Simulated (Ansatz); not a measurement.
LuAsO4 (I4₁/amd, No. 141, 12 atoms in the cell; start COD 9011135), treated with PBEsol (Ansatz, a quantum-chemistry and plane-wave program, plane waves, PAW).

Settings: plane-wave cutoff 520 eV, 8×8×8 k mesh, Fermi–Dirac smearing 0.01 eV, scalar-relativistic PAW data made under PBE.

Cell (relaxed at this level):

```cif
data_As4Lu4O16
_chemical_formula_sum 'Lu4 As4 O16'
_space_group_name_H-M_alt 'I41/amd :1'
_space_group_IT_number 141
_space_group_name_Hall 'I 4bw 2bw -1bw'
_cell_length_a 6.95628
_cell_length_b 6.95628
_cell_length_c 6.22186
_cell_angle_alpha 90.000
_cell_angle_beta 90.000
_cell_angle_gamma 90.000
loop_
_atom_site_label
_atom_site_type_symbol
_atom_site_symmetry_multiplicity
_atom_site_Wyckoff_symbol
_atom_site_fract_x
_atom_site_fract_y
_atom_site_fract_z
_atom_site_occupancy
Lu1 Lu 4 a 0.00000 0.00000 0.00000 1
As1 As 4 b 0.00000 0.00000 0.50000 1
O1 O 16 h 0.31673 0.00000 0.07004 1
```
(The calculation used a cell of 12 atoms; values per cell refer to that cell.)

Problem. Give the computed band gap.

Solution. 
- band gap: 3.82 eV

Note: the relaxation could not lower the start's symmetry, so a distorted cell can lie lower.

Spin–orbit coupling is not included.

Computed values are for the static lattice.
